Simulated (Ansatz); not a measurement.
The (011) surface of MnP-type NiSi in its 1x1 cell (cut with top plane 2 Ni, bottom plane 2 Ni), outermost plane spacing 0.36 Å in the ideal cut (one of several cuts of this face), with 4 Ni a cell over the bulk's ratio

These are PBE (plane waves to 420 eV, PAW; Ansatz, a first-principles code) values and carry that method's errors.

Slab: 36 atoms, Ni20Si16, 11.9 Å thick at the start; k 7x6x1, smearing 0.1 eV, dipole-corrected; all atoms relaxed; held to the start's symmetry, so lower structures may exist; no spin (magnetic order not tried), no spin-orbit, no U.

| Quantity | Result |
|---|---|
| work function of the top face | 4.55 eV |
| energy released by relaxation | 1.15 eV |
| cost | about 25 core-minutes (a rough figure) |
